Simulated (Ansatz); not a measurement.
## rock-salt MgO (1 1 1) on 3C silicon carbide (1 1 1) (film strained to the substrate, faces as cut)

A periodic stack without vacuum, rock-salt MgO (1 1 1) on 3C silicon carbide (1 1 1) (film strained to the substrate, faces as cut): substrate slab C6Si6, film Mg5O4, surface cells [[0, -1], [1, -1]] and [[0, -1], [1, -1]], film strained by +3.0 and +3.0 %, faces Si/C and Mg/Mg as cut (like faces can put a slab off its formula).

The start was prepared with a machine-learned potential, and the result is one local minimum, with the in-plane cell held and forces under 0.04 eV/Å; the film can end far from its bulk form.

Method: PBE (plane waves to 420 eV, PAW; Ansatz, a program for electronic structure). Scalar-relativistic, without spin–orbit coupling; PBE gaps are too small against experiment. Its k-point mesh 9×9×1, Fermi–Dirac width 0.05 eV.

- interface area: 8.3 Å²
- period: 27.16 Å
- gaps between the outermost planes at the two interfaces: 1.74 and 2.29 Å
- Mg–Si contacts across the interfaces within 1.22 times the sum of covalent radii: 4, mean 2.84 Å
- C–Mg contacts across the interfaces within 1.22 times the sum of covalent radii: 2, mean 2.34 Å
- two interfaces: unlike, so that offsets are their mean
- spin-polarised check at this geometry: falls back to no moment

```xyz
21
Lattice="3.0965 0.0005 -0.0660 1.5484 2.6823 -0.0021 -0.1950 0.9873 27.1868" Properties=species:S:1:pos:R:3 pbc="T T T"
C      2.4225     0.3354     1.7565
C      0.9298     1.2006     4.3222
C      2.5338     2.0661     6.8278
C      4.1375     2.9314     9.3327
C      1.0956     1.1132    11.9049
C      2.7063     1.9809    14.4557
Si     2.4082     2.1310     1.1160
Si     2.4642     0.3140     3.6503
Si     0.9718     1.1791     6.2195
Si     2.5756     2.0444     8.7247
Si     4.1793     2.9094    11.2299
Si     1.1612     1.1051    13.8017
Mg     1.8049     3.1963    16.2301
Mg     1.9812     1.4315    18.6821
Mg     3.5874     2.2992    21.0909
Mg     2.0942     3.1645    23.5656
Mg     2.1533     1.3518    25.9946
O      3.5129     2.3428    17.4411
O      2.0128     3.2076    19.9146
O      2.0669     1.3904    22.3266
O      3.6697     2.2565    24.7344
```
